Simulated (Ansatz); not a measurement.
Take CdS in the wurtzite structure (space group P6_3mc, No. 186; a = 4.123 Å, c = 6.711 Å) as the base.

Levels (all Ansatz, a program for electronic structure, PAW): PBEsol (420 eV, no spin-orbit coupling); r2SCAN (500 eV, spin-orbit coupling left out); HSE06 (420 eV, no spin-orbit coupling).

At the geometry relaxed with PBEsol, these levels gave the following band gaps, in shuffled order: (a) 1.09 eV, (b) 1.70 eV, (c) 2.26 eV.

Match each gap to its level.

(a) PBEsol; (b) r2SCAN; (c) HSE06.

Single points use the geometry relaxed with PBEsol. Whether these cells are dynamically stable was not tested.
